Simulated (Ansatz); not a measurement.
Energy of WSi2 (space group No. 70) less that of C11b WSi2, by level of theory

No measured value is used here.

| level (code) | value (meV/atom) |
|---|---|
| PBE (Ansatz) | 122 |
| PBEsol (Ansatz) | 121 |
| PBE-D3(BJ) (Ansatz) | 120 |

Density-functional levels without +SOC have no spin–orbit coupling. Each level is taken at its own relaxed cell. Ansatz's density-functional and Hartree–Fock values are scalar-relativistic unless marked +SOC, with PAW data made under PBE.

Ansatz is an electronic-structure program.
